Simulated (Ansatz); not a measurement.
BeS under load (space group I-4m2), Ansatz (an electronic-structure program) with r2SCAN with spin-orbit coupling, rigid bands. Condition of this run: biaxial stress xx = yy = -2 GPa (compression positive) (the target of the relaxation). Band gap 3.43 eV, N_c = 6.85e18 cm⁻³ and N_v = 1.60e19 cm⁻³ at 300 K, conductivity masses along y (a = (0.00, 2.46, 2.41) Å; b = (2.46, 0.00, 2.41) Å; c = (2.46, 2.46, 0.00) Å) of 0.303 mₑ (electrons) and 0.752 mₑ (holes). Take k_BT = 0.02585 eV.

Q: What thermal injection velocity √(2k_BT/πm) limits a ballistic channel along the direction named?

A: 9.77e6 cm/s for electrons and 6.20e6 cm/s for holes, a ratio of √(m_h/m_e) = 1.58, for dilute carriers.

Q: A film of it is 8 nm thick, with its normal along the direction named. Estimate the confinement energies in an infinite well.

A: ħ²π²/(2m t²) = 0.376 eV·nm²/(m/mₑ × t²) gives 19.4 meV for electrons and 7.81 meV for holes, so the gap would widen to about 3.46 eV. Finite barriers and nonparabolic bands lower this, and with several valleys or bands the heaviest mass along the normal sets the lowest level, not this average.

Q: Find the intrinsic carrier density and the intrinsic Fermi level.

A: n_i = √(N_c N_v) exp(−E_g/2k_BT) = 1.05e19 × exp(−66.34) = 1.6e-10 cm⁻³. The level lies (k_BT/2) ln(N_v/N_c) = 11 meV from mid-gap (positive towards the conduction band). Each 0.1 eV added to the gap lowers n_i by a factor of 6.9.

Rigid bands with the computed gap; masses take one relaxation time for all states.
